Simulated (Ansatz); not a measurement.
Results of PBE0 (Ansatz, an electronic-structure program, PAW) for AlN (Fm-3m, No. 225, 2 atoms in the cell; start mp-1330; high-pressure phase).

Numerical settings: plane-wave cutoff 460 eV, 10×10×10 k mesh, Fermi–Dirac smearing 0.01 eV, scalar-relativistic PAW data made under PBE.

Cell (relaxed with PBEsol):

```cif
data_AlN
_chemical_formula_sum 'Al1 N1'
_space_group_name_H-M_alt 'P 1'
_space_group_IT_number 1
_cell_length_a 2.86046
_cell_length_b 2.86046
_cell_length_c 2.86046
_cell_angle_alpha 60.000
_cell_angle_beta 60.000
_cell_angle_gamma 60.000
loop_
_space_group_symop_operation_xyz
  'x, y, z'
loop_
_atom_site_label
_atom_site_type_symbol
_atom_site_fract_x
_atom_site_fract_y
_atom_site_fract_z
_atom_site_occupancy
Al1 Al 0.50000 0.50000 0.50000 1
N1 N 0.00000 0.00000 0.00000 1
```

### Question
Predict the band gap and smallest direct gap on the k points sampled.

### Answer

* **band gap**: 6.77 eV (on the SCF k mesh) (indirect)
* **smallest direct gap on the k points sampled**: 7.92 eV

Note: cell and atoms aren't relaxed at this level (pressure -3.1 GPa).

Computed values are for the static lattice.

A start named mp-… is a Materials Project structure, which need not be a measured phase.
